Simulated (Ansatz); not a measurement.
What uniaxial strain ε_zz = +1.00 % does to Os

Take Os in the hcp (Mg type) structure (space group P6_3/mmc, No. 194; a = 2.729 Å, c = 4.309 Å; relaxed with 0.1 eV smearing) as the base. Axes: x lies along a and z along c of the hexagonal cell.

Now apply this change: the cell is stretched by 1.00 % along z with no lateral relaxation, atoms relaxed at fixed cell.

Computed with PBEsol, PAW, 420 eV (Ansatz, an electronic-structure program; scalar-relativistic without spin-orbit coupling). Γ-centred 24×24×14 mesh, Fermi–Dirac width 0.1 eV.

Volume per atom: 14.04 Å³ (base 13.90 Å³)
Space group: P6_3/mmc (No. 194) (base P6_3/mmc (No. 194))
Shortest interatomic distance: 2.687 Å (base 2.669 Å)
Energy relative to the base (free energy F): +3.7 meV/atom
Pressure (mean of the normal stresses, compression positive): -4.3 GPa (base 0.0 GPa)
Band gap: zero (base zero)
Stress (xx, yy, zz, yz, xz, xy; compression positive): (-2.3, -2.3, -8.5, 0.0, 0.0, 0.0) GPa

Final structure:

```xyz
2
Lattice="2.7290 0.0000 0.0000 -1.3645 2.3634 0.0000 0.0000 0.0000 4.3522" Properties=species:S:1:pos:R:3 pbc="T T T"
Os     1.3645     0.7878     3.2641
Os     0.0000     1.5756     1.0880
```

Whether these cells are dynamically stable was not tested. The final runs are not spin-polarised.
